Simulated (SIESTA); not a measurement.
```
CELL_PARAMETERS angstrom
      0.00000     3.24604     3.24604
      3.24604     0.00000     3.24604
      3.24604     3.24604     0.00000
ATOMIC_POSITIONS crystal
  Zr 0.00000 0.00000 0.00000
  Ni 0.25000 0.25000 0.25000
  Ni 0.62347 0.62347 0.62347
  Ni 0.12959 0.62347 0.62347
  Ni 0.62347 0.62347 0.12959
  Ni 0.62347 0.12959 0.62347
```
Moments meant for the start (each program seeds them in its own way; μB, in the order of the atoms Zr Ni Ni Ni Ni Ni): 0.0 2.0 0.0 0.0 0.0 0.0.

Method of the run: LDA PW92, numerical atomic orbitals DZP, PseudoDojo LDA standard norm-conserving potentials (rewritten from UPF to PSML) (SIESTA 5.4.2).

The set-up and first iterations of a SIESTA log for ZrNi5 (F-43m, 6 atoms in the cell):

```
reinit: Reading from file input.fdf

reinit: System Name: ZrNi5
reinit: System Label: ZrNi5

NOTE on units for spin output:
{S} is the spin magnetic moment, in units of the Bohr magneton,
assuming a g-factor for the electron spin of exactly 2.
The spin magnetic moment is then numerically equal to the charge inbalance,
in units of electrons, between the spin-up and -down channels.

coor:   Atomic-coordinates input format  =     Cartesian coordinates
coor:                                            (in Bohr units)

siesta: Atomic coordinates (Bohr) and species
siesta:      0.00000   0.00000   0.00000  1        1
siesta:      3.06707   3.06707   3.06707  2        2
siesta:      7.64889   7.64889   7.64889  2        3
siesta:      7.64889   4.61937   4.61937  2        4
siesta:      4.61937   4.61937   7.64889  2        5
siesta:      4.61937   7.64889   4.61937  2        6

siesta: System type = bulk

   [... lines left out ...]
diag: Parallel block-size                           = 64
diag: Parallel distribution                         =     1 x     1
diag: Used triangular part                          = Lower
diag: Absolute tolerance                            =  0.100E-15
diag: Orthogonalization factor                      =  0.100E-05
diag: Memory factor                                 =  1.0000

superc: Internal auxiliary supercell:     5 x     5 x     5  =     125
superc: Number of atoms, orbitals, and projectors:    750  14250  13500

                        Single-point calculation

superc: Internal auxiliary supercell:     5 x     5 x     5  =     125
superc: Number of atoms, orbitals, and projectors:    750  14250  13500

outcell: Unit cell vectors (Ang):
        0.000000    3.246043    3.246043
        3.246043    0.000000    3.246043
        3.246043    3.246043    0.000000

outcell: Cell vector modules (Ang)   :    4.590598    4.590598    4.590598
outcell: Cell angles (23,13,12) (deg):     60.0000     60.0000     60.0000
outcell: Cell volume (Ang**3)        :     68.4058
new_DM -- step:     1
Initializing Density Matrix...

Attempting to read DM from file... Failed...
DM filled with atomic data (user-defined):

InitMesh: MESH = 40 x 40 x 40 = 64000
InitMesh: Mesh cutoff (required, used) =   300.000   314.757 Ry

stepf: Methfessel-Paxton step function
       Using Hermite-Gauss polynomials of order  0
        iscf     Eharris(eV)        E_KS(eV)     FreeEng(eV)     dDmax    Ef(eV) dHmax(eV)
   scf:    1   -24000.458802   -24132.057539   -24132.303140  1.156546 -1.856372 29.854078
     spin moment: {S} , |S| = {        0.0        0.0    1.58666 }     1.58666
   scf:    2   -24189.535880   -24174.934721   -24175.159029  0.397852 -3.290796 12.022560
     spin moment: {S} , |S| = {        0.0        0.0    0.52057 }     0.52057
   scf:    3   -24161.576160   -24178.045076   -24178.290761  0.326862 -3.825107 19.141128
     spin moment: {S} , |S| = {        0.0        0.0    1.53654 }     1.53654
   scf:    4   -24185.330688   -24185.271260   -24185.505849  0.197454 -4.223488  4.396097
     spin moment: {S} , |S| = {        0.0        0.0    0.77309 }     0.77309
   scf:    5   -24186.654288   -24186.172638   -24186.410071  0.087967 -4.555800  1.287771
     spin moment: {S} , |S| = {        0.0        0.0    0.74762 }     0.74762
   scf:    6   -24185.852492   -24186.154744   -24186.392487  0.027347 -4.642290  1.407921
     spin moment: {S} , |S| = {        0.0        0.0    0.61393 }     0.61393
   scf:    7   -24186.250726   -24186.255952   -24186.491572  0.023543 -4.724494  1.615686
     spin moment: {S} , |S| = {        0.0        0.0    0.49815 }     0.49815
   scf:    8   -24185.948334   -24186.181882   -24186.422043  0.024336 -4.636210  1.499943
     spin moment: {S} , |S| = {        0.0        0.0    0.48146 }     0.48146
   [... lines left out ...]
```

Task: How does the run end?

Result: The run converged in 62 iterations. Convergence of the loop says nothing yet on basis, mesh or lower states. It ends on: free energy E − TS -24186.5684 eV; Fermi level (on the code's own zero) -4.67 eV; pressure 0.51 GPa; largest force (vector length) 0.234 eV/Å; size of the cell's spin moment 0.00 μB. The log goes on:

```
     spin moment: {S} , |S| = {        0.0        0.0   -0.00582 }    -0.00582
   scf:   43   -24186.326149   -24186.326149   -24186.568377  0.000016 -4.665955  0.000983
   [... lines left out ...]
   scf:   59   -24186.326149   -24186.326149   -24186.568378  0.000011 -4.665957  0.000672
     spin moment: {S} , |S| = {        0.0        0.0   -0.00441 }    -0.00441
   scf:   60   -24186.326150   -24186.326150   -24186.568378  0.000010 -4.665958  0.000660
     spin moment: {S} , |S| = {        0.0        0.0   -0.00434 }    -0.00434
   scf:   61   -24186.326149   -24186.326149   -24186.568378  0.000010 -4.665958  0.000642
     spin moment: {S} , |S| = {        0.0        0.0   -0.00426 }    -0.00426
   scf:   62   -24186.326150   -24186.326150   -24186.568378  0.000010 -4.665958  0.000631
     spin moment: {S} , |S| = {        0.0        0.0   -0.00419 }    -0.00419
SCF Convergence by DM+H criterion
max |DM_out - DM_in|         :     0.0000099054
max |H_out - H_in|      (eV) :     0.0006309406
SCF cycle converged after 62 iterations

Using DM_out to compute the final energy and forces

siesta: E_KS(eV) =           -24186.3261

siesta: E_KS - E_eggbox =    -24186.3261

siesta: Atomic forces (eV/Ang):
     1    0.000000    0.000000    0.000000
     2   -0.000000   -0.000000   -0.000000
     3    0.135301    0.135301    0.135300
     4    0.135301   -0.135301   -0.135300
     5   -0.135301   -0.135301    0.135300
     6   -0.135301    0.135301   -0.135300
   Tot   -0.000000   -0.000000   -0.000000
   Max    0.135301
   Res    0.110473    sqrt( Sum f_i^2 / 3N )
   Max    0.135301    constrained

Stress tensor Voigt[x,y,z,yz,xz,xy] (kbar):       -5.06       -5.06       -5.06       -0.00       -0.00       -0.00
(Free)E + p*V (eV/cell)   -24186.3524
Target enthalpy (eV/cell)   -24186.5684

   [... lines left out ...]
siesta: FreeEng =    -24186.568378
siesta: Cell volume =         68.405780 Ang**3
siesta:           5.05822281         -5.10246830  kBar
   [... lines left out ...]

             -0.063  -0.067  -0.063

mulliken: Qtot =       51.002

Mulliken Atomic Populations:
Atom #   charge [q] valence [e]      Sz [e]  Species
     1    -0.909495   12.909495    0.000338  Zr
     2     0.337489   17.662511   -0.002903  Ni
     3     0.143001   17.856999   -0.000407  Ni
     4     0.143001   17.856999   -0.000407  Ni
     5     0.143001   17.856999   -0.000407  Ni
     6     0.143001   17.856999   -0.000407  Ni
 Total     0.000000               -0.004191
```

For comparison: a first run (DFT, GGA PBEsol, numerical atomic orbitals DZP, PseudoDojo PBEsol standard norm-conserving potentials (rewritten from UPF to PSML)) was changed to give this one (XC.functional: GGA → LDA; XC.authors: PBEsol → PW92; pseudopotentials: PseudoDojo PBEsol standard → PseudoDojo LDA standard), and from it to this one the pressure goes from 8.06 to 0.51 GPa and the largest force goes from 0.260 to 0.234 eV/Å.

The starting cell comes from a database of computed structures (which also holds hypothetical and non-ambient phases and stackings), without a prior relaxation at this level. Its lattice was rescaled by a random factor within 2.5 % of one. The starting moments vanished: the run ended non-magnetic, which need not be the lowest state. Values carry the incompleteness of an atom-centred basis.

The run was DFT, LDA PW92, numerical atomic orbitals DZP, PseudoDojo LDA standard norm-conserving potentials (rewritten from UPF to PSML). Main settings of its input:

```
key                                                                     value
---------------------  ------------------------------------------------------
XC.functional                                                             LDA
XC.authors                                                               PW92
potentials                                            PseudoDojo LDA standard
PAO.BasisSize                                                             DZP
PAO.EnergyShift                                                       0.01 Ry
MeshCutoff                                                             300 Ry
kgrid.MonkhorstPack                                                     6 6 6
OccupationFunction                                                         MP
OccupationMPOrder                                                           0
ElectronicTemperature                                                 272 meV
Spin                                                                polarized
DM.InitSpin            [1 +0.00, 2 +2.00, 3 +0.00, 4 +0.00, 5 +0.00, 6 +0.00]
```
